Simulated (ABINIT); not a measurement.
A self-consistent single point of HfC (I4mm, 2 atoms in the cell) with ABINIT.

Computed with LDA (PW92), norm-conserving pseudopotentials (PseudoDojo nc-sr-04 LDA standard) (plane waves; ABINIT).

```
CELL_PARAMETERS angstrom
      0.00000     2.33160     2.33160
      2.33160     0.00000     2.33160
      2.33160     2.33160     0.00000
ATOMIC_POSITIONS crystal
  Hf 0.01072 0.01072 0.98928
  C  0.50000 0.50000 0.50000
```

Reference input (self-consistent single point, DFT, LDA (PW92), plane waves, norm-conserving pseudopotentials (PseudoDojo nc-sr-04 LDA standard)): pseudos = [Hf.upf, C.upf]; ecut = 41 Ha; ixc = 7; occopt = 3; tsmear = 0.00367493 Ha; ngkpt = 6 6 6; nshiftk = 1; shiftk = 0 0 0; potentials = PseudoDojo nc-sr-04 LDA standard; nband = 13; kptopt = 1; nstep = 50. This run's input differs from it in these lines:

```diff
@@ -25,3 +25,3 @@
 nstep 50
-tolvrs 1.0e-11
+toldfe 0.0037
 prtwf 0
```

Output, abridged:

```
--- !BeginCycle
solver: {iscf: 7, nstep: 50, nline: 4, wfoptalg: 0, }
tolerances: {toldfe: 3.70E-03, }
...

     iter   Etot(hartree)      deltaE(h)  residm     vres2
 ETOT  1  -62.364912734754    -6.236E+01 1.745E-01 8.901E+02
 ETOT  2  -62.311363923135     5.355E-02 3.080E-02 1.244E+03
 ETOT  3  -62.554928131400    -2.436E-01 6.161E-03 4.910E-01
 ETOT  4  -62.555106311052    -1.782E-04 9.666E-04 1.067E-01
 ETOT  5  -62.555113568117    -7.257E-06 2.792E-04 6.209E-02
 At SCF step    5, etot is converged :
  for the second time, diff in etot=  7.257E-06 < toldfe=  3.700E-03

 Cartesian components of stress tensor (hartree/bohr^3)
  sigma(1 1)=  5.02150300E-04  sigma(3 2)=  0.00000000E+00
  sigma(2 2)=  5.02150300E-04  sigma(3 1)=  0.00000000E+00
  sigma(3 3)=  4.84273352E-04  sigma(2 1)=  0.00000000E+00

 ----iterations are completed or convergence reached----

 reduced coordinates (array xred) for    2 atoms
       0.010721999952      0.010721999952      0.989277995672
       0.499999997812      0.499999997812      0.499999997812
 cartesian forces (eV/Angstrom) at end:
    1      0.00000000000000     0.00000000000000    -0.32019142879483
    2     -0.00000000000000    -0.00000000000000     0.32019142879483
 frms,max,avg= 1.8486261E-01 3.2019143E-01   0.000E+00  0.000E+00 -3.590E-04 e/A
   [... lines left out ...]
 Fermi (or HOMO) energy (hartree) =   0.39119   Average Vxc (hartree)=  -0.47652
   [... lines left out ...]
total_energy        : -6.25551135681169E+01
total_energy_eV     : -1.70221120770792E+03
band_energy         : -6.06402575140790E+00
...

-Cartesian components of stress tensor (GPa)         [Pressure= -1.4598E+01 GPa]
- sigma(1 1)=  1.47737694E+01  sigma(3 2)=  0.00000000E+00
- sigma(2 2)=  1.47737694E+01  sigma(3 1)=  0.00000000E+00
- sigma(3 3)=  1.42478115E+01  sigma(2 1)=  0.00000000E+00

 Calculation completed.
```

The run converged in 5 iterations. Against the reference run the free energy is nearly the same (within 1 meV/atom), the pressure goes from -15.13 to -14.60 GPa and the largest force goes from 0.305 to 0.320 eV/Å.

The starting cell has typed, rounded lattice constants, without a prior relaxation at this level. Its lattice was rescaled by up to half a per cent. One atom was moved a little off its site on purpose. With a pressure of about -15 GPa the cell is away from its equilibrium volume at this level.

Cost on one core of a shared machine: roughly 30 s.
